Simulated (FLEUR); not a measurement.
Input and output of a self-consistent single point for V3Si (Pm-3n, 8 atoms in the cell) (FLEUR).

Method: PBEsol, all-electron FLAPW (FLEUR), scalar-relativistic valence.

```xyz
8
Lattice="4.6134 0.0000 0.0000 0.0000 4.6134 0.0000 0.0000 0.0000 4.6134" Properties=species:S:1:pos:R:3 pbc="T T T"
V      1.1534     0.0000     2.3067
V      3.4601     0.0000     2.3067
V      2.3067     3.4601     0.0000
V      2.3067     1.1534     0.0000
V      0.0000     2.3067     3.4601
V      0.0000     2.3067     1.1534
Si     0.0000     0.0000     0.0000
Si     2.3067     2.3067     2.3067
```
Moments meant for the start (each program seeds them in its own way; μB, in the order of the atoms V V V V V V Si Si): 2.0 2.0 2.0 2.0 2.0 2.0 0.0 0.0.

Reference input (self-consistent single point, DFT, PBE, all-electron FLAPW (FLEUR), scalar-relativistic valence): Kmax = 4 1/bohr; GmaxXC = 16 1/bohr; xcFunctional = pbe; jspins = 2; l_soc = F; mode = hist; fermiSmearingEnergy = 0.00367493 Htr; mesh (inpgen div1-3) = 5 5 5; inpgen gamma flag = false; Gmax = 16 1/bohr; numbands = 0; maxIterBroyd = 15. This run's input differs from it in these lines:

```diff
@@ -20,2 +20,3 @@
 &comp jspins=2 /
+&exco xctyp='PBEs' /
 &kpt div1=5 div2=5 div3=5 /
@@ -32,3 +33,3 @@
       <coreElectrons ctail="T" frcor="F" kcrel="0" coretail_lmax="0"/>
-      <xcFunctional name="pbe" relativisticCorrections="F"/>
+      <xcFunctional name="PBEs" relativisticCorrections="F"/>
       <magnetism jspins="2"/>
```

Log, with long lists cut:

```
 Iteration:     1   Distance:      27.13518814 me/bohr^3
 Iteration:     2   Distance:      25.91045084 me/bohr^3
 Iteration:     3   Distance:      11.77972440 me/bohr^3
 Iteration:     4   Distance:      10.71491962 me/bohr^3
 Iteration:     5   Distance:       5.21611004 me/bohr^3
   [... 18 lines left out ...]
 Iteration:    24   Distance:       0.00011765 me/bohr^3
 Iteration:    25   Distance:       0.00032052 me/bohr^3
 Iteration:    26   Distance:       0.00001435 me/bohr^3
 Iteration:    27   Distance:       0.00000367 me/bohr^3
 Run finished successfully
 Stop message:
   Structural relaxation: Done

[file out, last iteration]
             iter=     28
[...]
          total density-effective poten   -9.9305649504E+03
          total charge density-energy d   -3.0759726158E+02
 Updated energy parameters for spin:           1
 Updated energy parameters for spin:           2
[...]
 fermi energy and band-weighting factors:
    0.834285    0.834285

[...]
FERMIE:
          first approx. to ef    (T=0)  :   0.476704 htr   (energy of the highest occ. eigenvalue)
          number of occ. states  (T=0)  :        854
          first approx. to seigv (T=0)  : -39.936829 htr
          sum of weights of occ. states :  86.048000
          sum of semicore charge        :   0.000000 e
FERHIS:  Fermi-Energy by histogram:
   [... lines left out ...]
          bandgap                     :   0.000004 htr
          charge neutrality (T=0)     :   0.048000    (zero if the highest occ. eigenvalue is "entirely" occupied)
     EF_NEWTON:  Adjust Fermi-Energy by Newton-Method.
 Direct bandgap for spin            1 :    3.3463114574560637E-003  Htr
 Direct bandgap for spin            2 :    3.3463121662065665E-003  Htr
 ---->    free energy=                     -6269.1210114254 htr
   [... lines left out ...]
 ***** TOTAL FORCES ON ATOMS *****
 TOTAL FORCE FOR ATOM TYPE=  1  X=  2.180   Y=  0.000   Z=  4.359
                       FX_TOT= 0.000000 FY_TOT= 0.000000 FZ_TOT= 0.000000
 TOTAL FORCE FOR ATOM TYPE=  2  X=  0.000   Y=  0.000   Z=  0.000
                       FX_TOT= 0.000000 FY_TOT= 0.000000 FZ_TOT= 0.000000
 Structural relaxation: Done
```

The run converged in 27 iterations. FLEUR gives forces in its relaxation mode, with a further iteration, so its stop message speaks of a relaxation. 

The starting cell comes from a database of computed structures (which also holds hypothetical and non-ambient phases and stackings), without a prior relaxation at this level. Its lattice was rescaled by a random factor within 2.5 % of one. The starting moments vanished: the run ended non-magnetic, which need not be the lowest state. Values depend on the basis (sphere radii, cutoffs, local orbitals), which need not be converged. The log's line on a gap gives a spacing of levels on this mesh, which the program prints for metals too.

Cost on one core of a shared machine: roughly 7 min.
